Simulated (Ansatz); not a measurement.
The reference is InAgTe₂ in the chalcopyrite structure (space group I-42d, No. 122).

```
CELL_PARAMETERS angstrom
     -3.21597     3.21597     6.38292
      3.21597    -3.21597     6.38292
      3.21597     3.21597    -6.38292
ATOMIC_POSITIONS crystal
  In 0.50000 0.50000 0.00000
  In 0.25000 0.75000 0.50000
  Te 0.37500 0.36624 0.49124
  Te 0.63376 0.12500 0.00876
  Te 0.87500 0.88376 0.50876
  Te 0.11624 0.62500 0.99124
  Ag 0.00000 0.00000 0.00000
  Ag 0.75000 0.25000 0.50000
```

Cartesian axes are those of the cell as printed.

Computed with plane-wave PAW DFT at the PBEsol level (Ansatz, a first-principles code, 420 eV), no spin-orbit coupling.

The change: biaxial strain −1.50 %, plane normal [001], relaxed out of plane (Cartesian); in-plane vectors clamped, the third vector and the atoms free.

Q: What does the calculation give for the out-of-plane strain and energy relative to the base after the change?

A: The out-of-plane strain amounts to +2.07 %; the energy rises by 1.9 meV/atom.

Whether these cells are dynamically stable was not tested.
